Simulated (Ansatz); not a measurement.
Here is the system:

```
CELL_PARAMETERS angstrom
     -1.83966     1.83966     4.66122
      1.83966    -1.83966     4.66122
      1.83966     1.83966    -4.66122
ATOMIC_POSITIONS crystal
  Ti 0.75000 0.25000 0.50000
  Ti 0.00000 0.00000 0.00000
  O  0.53982 0.03982 0.50000
  O  0.78982 0.78982 0.00000
  O  0.21018 0.21018 0.00000
  O  0.96018 0.46018 0.50000
```

No spin polarisation.

Method: Kohn–Sham DFT with the PBEsol functional, run in Ansatz (a first-principles code) with PAW and 420 eV plane waves, spin-orbit coupling left out. k-mesh 12×12×12 (Γ-centred); smearing 0.05 eV (Fermi–Dirac).

### Question
Predict the pressure, gap character and smallest direct gap.

### Answer
The pressure (mean of the normal stresses, compression positive) comes out as 173.1 kbar. The gap character comes out as indirect, Γ–X (87 % along) → Γ and the smallest direct gap is 2.58 eV.

The cells carry an imposed strain or load. No phonon test of stability was made. The final runs are not spin-polarised. The cell was made from TiO$_{2}$ in the anatase structure (space group I4_1/amd, No. 141) by this change: isotropic strain −2.40 %.
